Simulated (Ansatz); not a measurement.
The starting structures come from a database of crystals and need not be the phases stable at ambient conditions.

By PBEsol, the system below comes out a metal.

The ballistic (Sharvin) conductance counts the channels at the Fermi level: G/A = (e²/h) × channels of both spins per area.

Data:

```xyz
2
Lattice="4.1903 0.0000 0.0000 0.0000 5.9260 0.0000 0.0000 2.9630 2.9630" Properties=species:S:1:pos:R:3 pbc="T T T"
Sr     2.0952     2.9630     0.0000
Mg     0.0000     0.0000     0.0000
```

Space group of this cell: Pm-3m, CsCl type. The cell is taken as given; by PBEsol its mean pressure is -0.8 GPa.

The current flows along the normal of the first two printed cell vectors, the (110) plane of the conventional cell. No spin-orbit coupling; the value is a mean over 0.1 eV about the Fermi level.

Problem. Estimate the ballistic conductance per area that PBEsol run with Ansatz (a first-principles code) returns for this system.

Solution. 0.48 × 10¹⁵ S/m² for both spins.
